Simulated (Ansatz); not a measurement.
The structure below was relaxed with r2SCAN (Ansatz, an electronic-structure program, PAW, spin-orbit coupling left out), at pressure 2.1 GPa.

Space group Fm-3m (No. 225); a = b = c = 4.106 Å, α = β = γ = 90.00°

| atom | site | symmetry | x | y | z |
|---|---|---|---|---|---|
| Au | 4a | m-3m | 0.0000 | 0.0000 | 0.0000 |

Task: Write out a cell with all atoms.

Result: 
```xyz
4
Lattice="4.1058 0.0000 0.0000 0.0000 4.1058 0.0000 0.0000 0.0000 4.1058" Properties=species:S:1:pos:R:3 pbc="T T T"
Au     0.0000     0.0000     0.0000
Au     0.0000     2.0529     2.0529
Au     2.0529     0.0000     2.0529
Au     2.0529     2.0529     0.0000
```
This is the conventional cell.

Load acts through the strain it causes; cell and atoms are relaxed under it. Whether these cells are dynamically stable was not tested. The cell was made from Au in the fcc (Cu type) structure (space group Fm-3m, No. 225) by this change: pressure 2.1 GPa.
